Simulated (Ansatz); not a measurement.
**MgS: response to strain**

Base system: MgS in the rock salt structure (space group Fm-3m, No. 225).

```
CELL_PARAMETERS angstrom
      0.00000     2.56462     2.56462
      2.56462     0.00000     2.56462
      2.56462     2.56462     0.00000
ATOMIC_POSITIONS crystal
  Mg 0.00000 0.00000 0.00000
  S  0.50000 0.50000 0.50000
```

Strains are applied to the cell and any free atomic positions relax.

Computed with LDA in Ansatz (plane waves to 420 eV, PAW, no spin-orbit coupling).

Notes on the quantities. energy relative to the base: free energy F.

| case | energy relative to the base | electron mass | pressure | band gap | shortest interatomic distance |
|---|---|---|---|---|---|
| base | 0 meV/atom | 0.53 mₑ along k, 0.28 mₑ across (at X) | 0.00 GPa | 2.65 eV | 256.5 pm |
| isotropic strain −2.50 % | +27 meV/atom | 0.54 mₑ along k, 0.29 mₑ across (at X) | 7.38 GPa | 2.80 eV | 250.1 pm |
| isotropic strain −2.00 % | +17 meV/atom | 0.54 mₑ along k, 0.29 mₑ across (at X) | 5.70 GPa | 2.77 eV | 251.3 pm |
| isotropic strain −1.00 % | ___ | 0.53 mₑ along k, 0.29 mₑ across (at X) | 2.66 GPa | 2.71 eV | 253.9 pm |
| isotropic strain −0.50 % | +1.0 meV/atom | 0.53 mₑ along k, 0.29 mₑ across (at X) | 1.29 GPa | 2.68 eV | 255.2 pm |
| isotropic strain +0.50 % | +1.0 meV/atom | 0.53 mₑ along k, 0.28 mₑ across (at X) | -1.21 GPa | 2.62 eV | 257.7 pm |
| isotropic strain +1.00 % | +3.8 meV/atom | 0.52 mₑ along k, 0.28 mₑ across (at X) | -2.34 GPa | 2.59 eV | 259.0 pm |
| isotropic strain +1.50 % | ___ | 0.52 mₑ along k, 0.28 mₑ across (at X) | -3.40 GPa | 2.56 eV | 260.3 pm |
| isotropic strain +2.50 % | +23 meV/atom | 0.52 mₑ along k, 0.28 mₑ across (at X) | -5.30 GPa | 2.50 eV | 262.9 pm |
| isotropic strain +3.00 % | +32 meV/atom | 0.52 mₑ along k, 0.29 mₑ across (at X) | -6.16 GPa | 2.46 eV | 264.2 pm |

Problem. What belongs in the blanks?

Solution. 
- isotropic strain −1.00 %, energy relative to the base: +4.1 meV/atom
- isotropic strain +1.50 %, energy relative to the base: +8.5 meV/atom

Masses are band curvatures over ±0.01 Å⁻¹ around the edge. Along k means along the line from Γ to the band edge. Whether these cells are dynamically stable was not tested.

Ansatz is an electronic-structure program.
